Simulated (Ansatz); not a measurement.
## Lattice constant a of BP (model structure, started from the WC type, P-6m2, No. 187, 2 atoms in the cell) at several levels of theory

No measured value is used here.

| level (code) | value (Å) |
|---|---|
| LDA (Ansatz) | ? |
| PBE-D3(BJ) (Ansatz) | 2.965 |
| r²SCAN+rVV10 (Ansatz) | 3.017 |

Problem. Fill in the missing entries.

Solution. 
- LDA (Ansatz, a program for electronic structure), value (Å): 2.963

Cutoffs differ between the levels. Ansatz's density-functional and Hartree–Fock values are scalar-relativistic unless marked +SOC, with PAW data made under PBE.

A model structure was made by putting elements into a prototype or built by hand; it is no filed structure, need not be a known phase, and can be a saddle point held by its symmetry.
